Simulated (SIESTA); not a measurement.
SIESTA run on Ti6PtAu (Pm-3, 8 atoms in the cell): self-consistent single point.

Computed with GGA PBEsol, numerical atomic orbitals DZP, PseudoDojo PBEsol standard norm-conserving potentials (rewritten from UPF to PSML) in SIESTA 5.4.2.

```xyz
8
Lattice="5.0561 0.0000 0.0000 0.0000 5.0561 0.0000 0.0000 0.0000 5.0561" Properties=species:S:1:pos:R:3 pbc="T T T"
Ti     0.0000     2.5281     3.8101
Ti     0.0000     2.5281     1.2461
Ti     3.8101     0.0000     2.5281
Ti     1.2461     0.0000     2.5281
Ti     2.5281     3.8101     0.0000
Ti     2.5281     1.2461     0.0000
Pt     0.0000     0.0000     0.0000
Au     2.5281     2.5281     2.5281
```

Reference input (self-consistent single point, DFT, LDA PW92, numerical atomic orbitals DZP, PseudoDojo LDA standard norm-conserving potentials (rewritten from UPF to PSML)): XC.functional = LDA; XC.authors = PW92; potentials = PseudoDojo LDA standard; PAO.BasisSize = DZP; PAO.EnergyShift = 0.01 Ry; MeshCutoff = 400 Ry; kgrid.MonkhorstPack = 5 5 5; OccupationFunction = MP; OccupationMPOrder = 0; ElectronicTemperature = 136 meV; MaxSCFIterations = 150; SCF.Mixer.Method = Pulay. This run's input differs from it in these lines:

```diff
@@ -1,2 +1,2 @@
-# files in the folder: Ti.psml Pt.psml Au.psml (PseudoDojo LDA standard)
+# files in the folder: Ti.psml Pt.psml Au.psml (PseudoDojo PBEsol standard)
 SystemName  Ti6PtAu
@@ -29,4 +29,4 @@
 
-XC.functional                LDA
-XC.authors                   PW92
+XC.functional                GGA
+XC.authors                   PBEsol
 PAO.BasisSize                DZP
```

Output, abridged:

```
        iscf     Eharris(eV)        E_KS(eV)     FreeEng(eV)     dDmax    Ef(eV) dHmax(eV)
   scf:    1   -16780.551947   -17111.589645   -17111.664252  1.232880 -3.959797 54.692005
   scf:    2   -17104.790409   -17215.727227   -17215.832607  1.689773 -3.770378 17.509203
   scf:    3   -17254.869346   -17240.007611   -17240.109069  0.836622 -4.496789  7.106562
   scf:    4   -17245.095993   -17243.936983   -17244.026110  0.547781 -4.902464  1.188204
   scf:    5   -17243.759832   -17243.944660   -17244.031972  0.147127 -5.093296  2.014898
   [... 7 lines left out ...]
   scf:   13   -17244.113353   -17244.113338   -17244.210054  0.000050 -5.071658  0.000401
   scf:   14   -17244.113361   -17244.113349   -17244.210054  0.000036 -5.071709  0.000597
   scf:   15   -17244.113362   -17244.113355   -17244.210054  0.000032 -5.071669  0.000229
   scf:   16   -17244.113358   -17244.113357   -17244.210054  0.000008 -5.071670  0.000127
SCF Convergence by DM+H criterion
max |DM_out - DM_in|         :     0.0000078433
max |H_out - H_in|      (eV) :     0.0001273237
SCF cycle converged after 16 iterations

Using DM_out to compute the final energy and forces

siesta: E_KS(eV) =           -17244.1134

siesta: E_KS - E_eggbox =    -17244.1134

siesta: Atomic forces (eV/Ang):
     1   -0.000000    0.000001   -0.043456
     2   -0.000000    0.000001    0.043457
     3   -0.043462   -0.000000    0.000001
     4    0.043463   -0.000000    0.000001
     5    0.000001   -0.043460   -0.000000
     6    0.000001    0.043461   -0.000000
     7   -0.000005   -0.000005   -0.000005
     8    0.000003    0.000003    0.000003
   Tot    0.000000    0.000000    0.000000
   Max    0.043463
   Res    0.021730    sqrt( Sum f_i^2 / 3N )
   Max    0.043463    constrained

   [... lines left out ...]
siesta: FreeEng =    -17244.210054
   [... lines left out ...]
siesta:     0.044142   -0.000000   -0.000000
siesta:    -0.000000    0.044142   -0.000000
siesta:    -0.000000   -0.000000    0.044142

siesta: Cell volume =        129.258719 Ang**3

siesta: Pressure (static):
siesta:                Solid            Molecule  Units
siesta:          -0.00048077         -0.00047138  Ry/Bohr**3
siesta:          -0.04414188         -0.04327993  eV/Ang**3
siesta:         -70.72308443        -69.34208529  kBar
```

The run converged in 16 iterations. Against the reference run the pressure goes from -11.72 to -7.07 GPa and the largest force goes from 0.022 to 0.043 eV/Å.

The starting cell comes from a database of computed structures (which also holds hypothetical and non-ambient phases and stackings), without a prior relaxation at this level. Spin polarisation is off. Values carry the incompleteness of an atom-centred basis. With a pressure of about -7 GPa the cell is away from its equilibrium volume at this level.

Cost on one core of a shared machine: roughly 80 s.
